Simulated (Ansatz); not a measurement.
What Sn on a Te site, symmetric start does to TiTe2

Take a 12-atom supercell of TiTe$_{2}$ in the CdI2 type structure (space group P-3m1, No. 164; a = 3.784 Å, c = 6.602 Å; layered, stacked along the Cartesian z axis) at its relaxed geometry as the base.

It is then changed as follows: one Te atom is replaced by Sn, atoms relaxed at fixed cell.

All numbers come from r2SCAN+rVV10/PAW in Ansatz (an electronic-structure program), without spin-orbit coupling. k-mesh 6×6×6 (Γ-centred); smearing 0.05 eV (Fermi–Dirac).

- Pressure: -1.0 GPa (base 0.0 GPa)
- Energy gained by relaxation: 0.11 eV
- Largest displacement of a host atom from its site in the perfect cell: 0.08 Å
- Shift of the substituted atom off its lattice site: 0.16 Å

Final structure:

```
Ti4SnTe7
1.0
    7.56793     0.00000     0.00000
   -3.78396     6.55402     0.00000
   -1.89198    -3.27701     6.60161
Ti Sn Te
4 1 7
Cartesian
  0.00276  -0.04390  -0.02101
 -1.93265   3.30049  -0.06438
  3.78474  -0.00044   0.00499
  1.93138   3.29657  -0.02101
 -0.02824   2.20098   1.83722
 -1.88022   5.44620   1.69402
  3.80325   2.18223   1.69402
  1.88387   5.46637   1.71403
  1.86252   1.10935   4.84529
  3.79927  -2.21043   4.89598
 -1.86202   1.09195   4.89598
 -0.01276  -2.17730   4.93134
```

The cell is small, so the values are those of an ordered compound at a high defect concentration; dilute-limit values will differ. The defect started on the symmetric site and kept its symmetry, so it may sit on a saddle. The final runs are not spin-polarised. The defect cell is not spin-polarised.
